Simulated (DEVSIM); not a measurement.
Structure: InP p-i-n diode, at 350 K.

```
layer (left to right)  material  thickness (μm)  Nd (cm⁻³)  Na (cm⁻³)   τn (s)   τp (s)
---------------------  --------  --------------  ---------  ---------  -------  -------
1                           InP           0.230          -     4.1e17  6.3e-10  6.3e-10
2                           InP           0.610     1.1e13          -  6.3e-10  6.3e-11
3                           InP           0.300     2.5e17          -  6.3e-10  6.3e-10
```

Left contact: ohmic. Right contact: ohmic. Voltage is applied to the left contact. Recombination: SRH at mid-gap. Mobility is constant in doping.

Constants are typed, rounded textbook-type inputs, not results; the design itself was drawn at random and stands for no fabricated device. Values at 300 K; Nc and Nv go as T^1.5, mobilities as T to minus their exponent, the gap by Varshni's rule with the affinity fixed.

```tsv
parameter	InP
gap (eV)	1.344
affinity (eV)	4.38
permittivity	12.5
Nc (cm⁻³)	5.7e17
Nv (cm⁻³)	1.1e19
μn (cm²/Vs)	5200
μp (cm²/Vs)	170
T exponent of μn	2
T exponent of μp	2
Varshni α (eV/K)	0.000363
Varshni β (K)	162
```

Simulated with DEVSIM: 1D drift-diffusion, Boltzmann statistics, complete ionisation; no tunnelling, impact ionisation, image-force lowering or self-heating.

**Question.** Tabulate band edges, carrier densities and field at zero bias.

**Answer.** Energies count from the Fermi level of the right contact; mesh points crowd at the junctions.

| x (μm) | Ec (eV) | Ev (eV) | n (cm⁻³) | p (cm⁻³) | field (V/cm) |
|---|---|---|---|---|---|
| 0.000 | 1.222 | -0.106 | < 1e2 | 4.1e17 | ≈ 0 |
| 0.01896 | 1.222 | -0.106 | < 1e2 | 4.1e17 | ≈ 0 |
| 0.04964 | 1.222 | -0.106 | < 1e2 | 4.1e17 | ≈ 0 |
| 0.09928 | 1.222 | -0.106 | < 1e2 | 4.1e17 | ≈ 0 |
| 0.1706 | 1.222 | -0.106 | < 1e2 | 4.1e17 | -14 |
| 0.2050 | 1.220 | -0.107 | < 1e2 | 3.9e17 | -1700 |
| 0.2263 | 1.200 | -0.128 | < 1e2 | 2.0e17 | -27000 |
| 0.2515 | 1.129 | -0.199 | < 1e2 | 1.9e16 | -22000 |
| 0.2876 | 1.059 | -0.269 | 400 | 1.9e15 | -18000 |
| 0.3508 | 0.947 | -0.381 | 17000 | 4.5e13 | -18000 |
| 0.4620 | 0.751 | -0.577 | 1.1e7 | 6.8e10 | -18000 |
| 0.6551 | 0.411 | -0.917 | 8.7e11 | 870000 | -18000 |
| 0.7460 | 0.251 | -1.077 | 1.7e14 | 4400 | -18000 |
| 0.7977 | 0.159 | -1.169 | 3.7e15 | 200 | -18000 |
| 0.8338 | 0.083 | -1.245 | 4.6e16 | < 1e2 | -27000 |
| 0.8504 | 0.044 | -1.284 | 1.7e17 | < 1e2 | -12000 |
| 0.8765 | 0.033 | -1.295 | 2.4e17 | < 1e2 | -810 |
| 0.9202 | 0.032 | -1.296 | 2.5e17 | < 1e2 | ≈ 0 |
| 1.013 | 0.032 | -1.296 | 2.5e17 | < 1e2 | ≈ 0 |
| 1.075 | 0.032 | -1.296 | 2.5e17 | < 1e2 | ≈ 0 |
| 1.113 | 0.032 | -1.296 | 2.5e17 | < 1e2 | ≈ 0 |
| 1.140 | 0.032 | -1.296 | 2.5e17 | < 1e2 | ≈ 0 |
